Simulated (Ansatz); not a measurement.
Ta2O5 (model structure, C2/c, No. 15, 14 atoms in the cell)

Method: r²SCAN+rVV10 in Ansatz (PAW).

Run with plane-wave cutoff 560 eV, 8×8×6 k mesh (along the axes of the cell as run), Fermi–Dirac smearing 0.01 eV, scalar-relativistic PAW data made under PBE.

Cell (relaxed at this level):

```yaml
crystal:
  lattice:
    - [6.39324, -2.42239, 0.05189]
    - [6.39324, 2.42239, 0.05189]
    - [-1.40636, 0.00000, 5.32856]
  atoms:
    - { symbol: Ta, position: [0.89393, 0.38549, 0.76311] }
    - { symbol: Ta, position: [0.61451, 0.10607, 0.73689] }
    - { symbol: Ta, position: [0.10607, 0.61451, 0.23689] }
    - { symbol: Ta, position: [0.38549, 0.89393, 0.26311] }
    - { symbol: O, position: [0.33367, 0.44854, 0.53107] }
    - { symbol: O, position: [0.55146, 0.66633, 0.96893] }
    - { symbol: O, position: [0.66633, 0.55146, 0.46893] }
    - { symbol: O, position: [0.44854, 0.33367, 0.03107] }
    - { symbol: O, position: [0.86721, 0.72240, 0.87220] }
    - { symbol: O, position: [0.27760, 0.13279, 0.62780] }
    - { symbol: O, position: [0.13279, 0.27760, 0.12780] }
    - { symbol: O, position: [0.72240, 0.86721, 0.37220] }
    - { symbol: O, position: [0.90221, 0.09779, 0.75000] }
    - { symbol: O, position: [0.09779, 0.90221, 0.25000] }
```

For Ta2O5 (model structure, C2/c, No. 15, 14 atoms in the cell), the band gap comes out as 3.72 eV (on the SCF k mesh) and the Γ–Γ gap is 3.99 eV.

Note: the relaxation could raise the start's symmetry but not lower it, so the cell can be a saddle point.

Spin–orbit coupling is not included.

The computed numbers hold no vibrational or temperature effects.

It cost about 25 core-minutes (a rough figure) of CPU time.

A model structure was made by putting elements into a prototype or built by hand; it is no filed structure, need not be a known phase, and can be a saddle point held by its symmetry.

Ansatz is a program for electronic structure.
